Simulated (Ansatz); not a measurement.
# ZrCl4, pressure series

Consider ZrCl$_{4}$ (space group P2/c, No. 13; made of chains).

```
CELL_PARAMETERS angstrom
      6.62034     0.00000     0.00000
      0.00000     7.76929     0.00000
     -1.86151     0.00000     5.92710
ATOMIC_POSITIONS crystal
  Zr 0.00000 0.84316 0.75000
  Zr 0.00000 0.15684 0.25000
  Cl 0.75525 0.34751 0.02932
  Cl 0.24475 0.65249 0.97068
  Cl 0.24475 0.34751 0.47068
  Cl 0.75525 0.65249 0.52932
  Cl 0.21548 0.89828 0.49081
  Cl 0.78452 0.10172 0.50919
  Cl 0.78452 0.89828 0.00919
  Cl 0.21548 0.10172 0.99081
```

Cell and atoms are relaxed at each pressure.

Level of theory: Ansatz (a first-principles code) PBEsol, no spin-orbit coupling.

Notes on the quantities. enthalpy: H = E + PV relative to the base's energy.

```json
[
 {"variant": "base", "shortest interatomic distance": "2.317 Å", "band gap": "3.69 eV", "enthalpy": "–"},
 {"variant": "pressure 1.8 GPa", "shortest interatomic distance": "2.310 Å", "band gap": "3.33 eV", "enthalpy": "+0.30 eV/atom"},
 {"variant": "pressure 18 GPa", "shortest interatomic distance": "2.505 Å", "band gap": "1.67 eV", "enthalpy": "+2.27 eV/atom"},
 {"variant": "pressure 30 GPa", "shortest interatomic distance": "2.461 Å", "band gap": "1.50 eV", "enthalpy": "+3.51 eV/atom"},
 {"variant": "pressure 45 GPa", "shortest interatomic distance": "2.417 Å", "band gap": "1.29 eV", "enthalpy": "+4.93 eV/atom"},
 {"variant": "pressure 60 GPa", "shortest interatomic distance": "2.382 Å", "band gap": "1.01 eV", "enthalpy": "+6.27 eV/atom"}
]
```

Load acts through the strain it causes; cell and atoms are relaxed under it. Stability against distortions was not tested. No other phases were tried under pressure. Along this pressure series the structure jumps between pressure 9 GPa and pressure 18 GPa; cells beyond that are another form of it. No dispersion term is included in the PBEsol runs.
